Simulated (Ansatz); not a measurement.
## Lattice parameter a of CoPtO2 (R-3m, No. 166, 4 atoms in the cell; start mp-19210) at several levels of theory

No measured value is used here.

| level (code) | value (Å) |
|---|---|
| LDA (Ansatz) | 2.784 |
| PBE (Ansatz) | 2.855 |
| PBEsol (Ansatz) | 2.811 |
| PBE-D3(BJ) (Ansatz) | 2.831 |
| PBE-D4 (Ansatz) | 2.832 |
| PBE+U (Ansatz) | 2.859 |

The crystal itself was run without spin with LDA, PBE, PBEsol, PBE-D3(BJ), PBE-D4, PBE+U; a magnetic state was not tried in these runs. Density-functional levels without +SOC have no spin–orbit coupling. LDA, PBE, PBEsol, PBE-D3(BJ), PBE-D4, PBE+U: the run has no spin polarisation, so it can have missed a magnetic state. LDA, PBE, PBEsol, PBE-D3(BJ), PBE-D4, PBE+U: the relaxation could not lower the start's symmetry, so the cell can be a saddle point above a distorted one. PBE-D3(BJ), PBE-D4: a distance lies near a switch of the dispersion term, which can move the cell. PBE+U takes U_eff Co 3.32 eV. Ansatz's density-functional and Hartree–Fock values are scalar-relativistic unless marked +SOC, with PAW data made under PBE.

A start named mp-… is a Materials Project structure, which need not be a measured phase.

Ansatz is a quantum-chemistry and plane-wave program.
